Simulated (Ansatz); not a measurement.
We consider CsCl-type LiH (model structure), described by r²SCAN+rVV10 in Ansatz (plane waves, PAW).

Numerical settings: plane-wave cutoff 500 eV, 12×12×12 k mesh, gaussian smearing 0.02 eV, scalar-relativistic PAW data made under PBE.

Cell (relaxed at this level):

Space group Pm-3m (No. 221); a = b = c = 2.4972 Å, α = β = γ = 90.00°

| atom | site | symmetry | x | y | z |
|---|---|---|---|---|---|
| Li | 1a | m-3m | 0.0000 | 0.0000 | 0.0000 |
| H | 1b | m-3m | 0.5000 | 0.5000 | 0.5000 |

### Question
What does this level give for the band gap?

### Answer

band gap: 1.08 eV (on the SCF k mesh)

Note: the relaxation could raise the start's symmetry but not lower it, so the cell can be a saddle point.

The computed numbers hold no vibrational or temperature effects.

The result took about 13 core-seconds (a rough figure).

A model structure was made by putting elements into a prototype or built by hand; it is no filed structure, need not be a known phase, and can be a saddle point held by its symmetry.

Ansatz is an electronic-structure program.
